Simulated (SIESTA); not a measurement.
# Input and output of a self-consistent single point for Br (Cmce, 4 atoms in the cell) (SIESTA)

Computed with GGA PBE, numerical atomic orbitals DZP, PseudoDojo PBE standard norm-conserving potentials (rewritten from UPF to PSML) (SIESTA).

Input as run:

```
# files in the folder: Br.psml (PseudoDojo PBE standard)
SystemName  Br
SystemLabel siesta

NumberOfAtoms                4
NumberOfSpecies              1
%block ChemicalSpeciesLabel
  1 35 Br
%endblock ChemicalSpeciesLabel
LatticeConstant              1.0 Ang
%block LatticeVectors
     2.240224000   -3.335334000   -0.000000000
     2.240224000    3.335334000    0.000000000
     0.000000000    0.000000000    8.720872000
%endblock LatticeVectors
AtomicCoordinatesFormat      Fractional
%block AtomicCoordinatesAndAtomicSpecies
     0.861000000    0.861000000    0.889000000  1
     0.639000000    0.639000000    0.389000000  1
     0.361000000    0.361000000    0.611000000  1
     0.139000000    0.139000000    0.111000000  1
%endblock AtomicCoordinatesAndAtomicSpecies

XC.functional                GGA
XC.authors                   PBE
PAO.BasisSize                DZP
PAO.EnergyShift              0.01 Ry
MeshCutoff                   350 Ry
%block kgrid.MonkhorstPack
    5   0   0  0.0
    0   5   0  0.0
    0   0   2  0.0
%endblock kgrid.MonkhorstPack
OccupationFunction           FD
ElectronicTemperature        0.01 eV

MaxSCFIterations             150
SCF.Mixer.Method             Broyden
SCF.Mixer.Weight             0.1
SCF.Mixer.History            8
SCF.DM.Tolerance             1.0E-05
Diag.ParallelOverK           true
WriteForces                  true
```

Log, with long lists cut:

```
reinit: Reading from file input.fdf

reinit: System Name: Br
reinit: System Label: siesta

coor:   Atomic-coordinates input format  =     Fractional

siesta: Atomic coordinates (Bohr) and species
siesta:      7.28993   0.00000  14.65077  1        1
siesta:      5.41030   0.00000   6.41074  1        2
siesta:      3.05652   0.00000  10.06932  1        3
siesta:      1.17689   0.00000   1.82929  1        4

siesta: System type = bulk

initatomlists: Number of atoms, orbitals, and projectors:      4    52    72

siesta: ******************** Simulation parameters ****************************
redata: Spin configuration                          = none
redata: Time-Reversal Symmetry                      = T
redata: Number of Atomic Species                    =        1
redata: Mesh Cutoff                                 =   350.0000 Ry
redata: Net charge of the system                    =     0.0000 |e|
redata: Min. number of SCF Iter                     =        0
redata: Max. number of SCF Iter                     =      150
redata: SCF convergence failure will abort job
redata: SCF mix quantity                            = Hamiltonian
redata: Mix DM or H after convergence               =   F
redata: Recompute H after scf cycle                 =   F
redata: Mix DM in first SCF step                    =   T
redata: No kicks to SCF
redata: DM Mixing Weight for Kicks                  =     0.5000
redata: Require Harris convergence for SCF          =   F
redata: Harris energy tolerance for SCF             =     0.000100 eV
redata: Require DM convergence for SCF              =   T
redata: DM tolerance for SCF                        =     0.000010
redata: Require EDM convergence for SCF             =   F
redata: EDM tolerance for SCF                       =     0.001000 eV
redata: Require H convergence for SCF               =   T
redata: Hamiltonian tolerance for SCF               =     0.001000 eV
redata: Require (free) Energy convergence for SCF   =   F
redata: (free) Energy tolerance for SCF             =     0.000100 eV
redata: Using DFT-D3 dispersion                     =   F
redata: Using Saved Data (generic)                  =   F
redata: Method of Calculation                       = Diagonalization
redata: Electronic Temperature                      =   116.0452 K
redata: Number of TDED substeps                     =        3
redata: Dynamics option                             = Single-point calculation
redata: Save all siesta data in one NC              =   F
redata: ***********************************************************************

%block SCF.Mixers
  Broyden
%endblock SCF.Mixers

%block SCF.Mixer.Broyden
  # Mixing method
  method broyden

  # Mixing options
  weight 0.1000
  weight.linear 0.1000
  weight.prime 0.1000
  history 8
%endblock SCF.Mixer.Broyden

DM_history_depth set to one: no extrapolation allowed by default for geometry relaxation
Size of DM history Fstack: 1
Total number of electrons:    28.000000
Total ionic charge:    28.000000

* ProcessorY, Blocksize:    1  53

* Orbital distribution balance (max,min):    52    52

k-point displ. along   3 input, could be:     0.00    0.50
 Kpoints in:           30 . Kpoints trimmed:           28

siesta: k-grid: Number of k-points = 28
siesta: k-points from Monkhorst-Pack grid
siesta: k-cutoff (effective) =     8.721 Ang
siesta: k-point supercell and displacements
siesta: k-grid:     5     0     0      0.000
siesta: k-grid:     0     5     0      0.000
siesta: k-grid:     0     0     2      0.000

diag: Algorithm                                     = D&C
diag: Parallel over k                               =   F
diag: Use parallel 2D distribution                  =   F
diag: Parallel block-size                           = 53
diag: Parallel distribution                         =     1 x     1
diag: Used triangular part                          = Lower
diag: Absolute tolerance                            =  0.100E-15
diag: Orthogonalization factor                      =  0.100E-05
diag: Memory factor                                 =  1.0000

superc: Internal auxiliary supercell:     5 x     5 x     3  =      75
superc: Number of atoms, orbitals, and projectors:    300   3900   5400

                        Single-point calculation

superc: Internal auxiliary supercell:     5 x     5 x     3  =      75
superc: Number of atoms, orbitals, and projectors:    300   3900   5400

outcell: Unit cell vectors (Ang):
        2.240224   -3.335334   -0.000000
        2.240224    3.335334    0.000000
        0.000000    0.000000    8.720872

outcell: Cell vector modules (Ang)   :    4.017842    4.017842    8.720872
outcell: Cell angles (23,13,12) (deg):     90.0000     90.0000    112.2243
outcell: Cell volume (Ang**3)        :    130.3229
new_DM -- step:     1
Initializing Density Matrix...

Attempting to read DM from file... Failed...
DM filled with atomic data:

InitMesh: MESH = 48 x 48 x 100 = 230400
InitMesh: Mesh cutoff (required, used) =   350.000   363.398 Ry

stepf: Fermi-Dirac step function

        iscf     Eharris(eV)        E_KS(eV)     FreeEng(eV)     dDmax    Ef(eV) dHmax(eV)
   scf:    1    -1708.220789    -1709.366609    -1709.366609  0.533959 -3.432920  1.457134
   scf:    2    -1709.571584    -1709.471322    -1709.471322  0.021671 -3.552201  1.246219
   scf:    3    -1709.825303    -1709.698763    -1709.698763  0.107714 -4.169815  0.178263
   scf:    4    -1709.730288    -1709.716542    -1709.716542  0.013647 -4.226112  0.042285
   scf:    5    -1709.718958    -1709.717923    -1709.717923  0.004251 -4.240888  0.032048
   scf:    6    -1709.718666    -1709.718347    -1709.718347  0.002998 -4.238716  0.006747
   scf:    7    -1709.718357    -1709.718352    -1709.718352  0.000260 -4.238574  0.004514
   scf:    8    -1709.718360    -1709.718356    -1709.718356  0.000251 -4.238268  0.002867
   scf:    9    -1709.718361    -1709.718359    -1709.718359  0.000286 -4.237931  0.000997
   scf:   10    -1709.718359    -1709.718359    -1709.718359  0.000109 -4.237817  0.000384
   scf:   11    -1709.718359    -1709.718359    -1709.718359  0.000021 -4.237811  0.000322
   scf:   12    -1709.718359    -1709.718359    -1709.718359  0.000007 -4.237815  0.000286

SCF Convergence by DM+H criterion
max |DM_out - DM_in|         :     0.0000069526
max |H_out - H_in|      (eV) :     0.0002862374
SCF cycle converged after 12 iterations

Using DM_out to compute the final energy and forces

siesta: E_KS(eV) =            -1709.7184

siesta: E_KS - E_eggbox =     -1709.7184

siesta: Atomic forces (eV/Ang):
     1   -0.642745    0.000000   -1.231662
     2    0.642745   -0.000000   -1.231662
     3   -0.642745    0.000000    1.231662
     4    0.642745   -0.000000    1.231662
   Tot   -0.000000    0.000000   -0.000000
   Max    1.231662
   Res    0.802104    sqrt( Sum f_i^2 / 3N )
   Max    1.231662    constrained

Stress tensor Voigt[x,y,z,yz,xz,xy] (kbar):       10.85       17.55      -12.47       -0.00        0.00       -0.00
(Free)E + p*V (eV/cell)    -1710.1503
Target enthalpy (eV/cell)    -1709.7184

siesta: Program's energy decomposition (eV):
siesta: Ebs     =      -308.291473
siesta: Eions   =      2789.382289
siesta: Ena     =       904.099162
siesta: Ekin    =       481.778861
siesta: Enl     =       239.391364
siesta: Eso     =         0.000000
siesta: Edftu   =         0.000000
siesta: DEna    =        16.398189
siesta: DUscf   =         1.435247
siesta: DUext   =         0.000000
siesta: Ex      =      -518.644062
siesta: Ec      =       -44.794831
siesta: Exc     =      -563.438892
siesta: Eharris =     -1709.718359
siesta: Etot    =     -1709.718359
siesta: FreeEng =     -1709.718359

siesta: Atomic forces (eV/Ang):
siesta:      1   -0.642745    0.000000   -1.231662
siesta:      2    0.642745   -0.000000   -1.231662
siesta:      3   -0.642745    0.000000    1.231662
siesta:      4    0.642745   -0.000000    1.231662
siesta: ----------------------------------------
siesta:    Tot   -0.000000    0.000000   -0.000000

siesta: Stress tensor (static) (eV/Ang**3):
siesta:     0.006771   -0.000000    0.000000
siesta:    -0.000000    0.010954   -0.000000
siesta:     0.000000   -0.000000   -0.007783

siesta: Cell volume =        130.322885 Ang**3

siesta: Pressure (static):
siesta:                Solid            Molecule  Units
siesta:          -0.00003610          0.00016589  Ry/Bohr**3
siesta:          -0.00331417          0.01523134  eV/Ang**3
siesta:          -5.30988674         24.40329588  kBar
```

The run converged in 12 iterations.

The starting cell has typed, rounded lattice constants, without a prior relaxation at this level. Its lattice was rescaled by a random factor within 2.5 % of one. Values carry the incompleteness of an atom-centred basis. Forces in this geometry exceed 1 eV/Å.
